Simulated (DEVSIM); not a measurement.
Structure: Schottky contact on n-type GaAs, at 300 K.

Layer 1 from the left is GaAs, thickness (μm) 0.750, Nd (cm⁻³) 2.1e16, τn (s) 1.8e-9, τp (s) 1.8e-9.

Left contact: Schottky, work function 5.16 eV, emission velocity 2.4e6 cm/s. Right contact: ohmic. Voltage is applied to the left contact. Recombination: SRH at mid-gap, radiative. Mobility is μmin + (μ − μmin)/(1 + (N/Nref)^α).

The device is made up for the run: typed textbook-type constants, with dimensions and the other settings drawn at random. Values at 300 K.

GaAs: gap (eV) 1.424, affinity (eV) 4.07, permittivity 12.9, Nc (cm⁻³) 4.7e17, Nv (cm⁻³) 9e18, μn (cm²/Vs) 8500, μp (cm²/Vs) 400, μn,min 500, μp,min 20, Nref,n 6e16, Nref,p 1.5e17, αn 0.39, αp 0.38, B (cm³/s) 2e-10.

Simulated with DEVSIM: 1D drift-diffusion, Boltzmann statistics, complete ionisation; no tunnelling, impact ionisation, image-force lowering or self-heating. Metal contacts follow the ideal Schottky-Mott rule: no Fermi-level pinning, no interface dipoles.

Dark forward current:

```
|V| (V)  |J| (A/cm²)
-------  -----------
0.05       2.642e-10
0.10       9.213e-10
0.15        2.682e-9
0.20        7.536e-9
0.25        2.139e-8
0.30        6.397e-8
0.35        2.141e-7
0.40        8.612e-7
0.45        4.272e-6
0.50        2.496e-5
0.55       0.0001601
0.60        0.001072
0.65        0.007319
0.70         0.05032
0.75          0.3469
0.80           2.392
0.85           16.45
0.90           111.5
0.95           696.8
1.00            3214
```

Problem. Work out the local ideality factor n = ΔV / (kT/q · ln(J2/J1)) between the rows 0.15 and 0.20 V, 0.75 and 0.80 V, 0.95 and 1.00 V.

Solution. kT/q = 25.85 mV. From 0.15 to 0.20 V: ln(7.536e-9/2.682e-9) = 1.033, n = 1.87, near the 2 of recombination in the depletion region. From 0.75 to 0.80 V: ln(2.392/0.3469) = 1.931, n = 1.00, near the 1 of diffusion or emission over a barrier. From 0.95 to 1.00 V: ln(3214/696.8) = 1.529, n = 1.27; the layers' resistance at their doping, Σ W/(qμN) = 4.2e-6 Ω cm², would take 11 mV of this step of 50 mV.

Problem. Estimate the current at 0.70 V for emission alone, J0 = q v N_band exp(−φB/kT), and read the barrier back from the simulated current.

Solution. φB = 1.090 eV, N_band = 4.70e17 cm⁻³, J0 = 8.80e-14 A/cm²; J = J0 (exp(qV/kT) − 1) = 0.0507 A/cm². The simulation gives 0.0503 A/cm², the same within the digits that matter. Read backwards, the simulated current gives an apparent barrier of 1.090 eV. The estimate leaves out transport through the depletion region and minority injection.
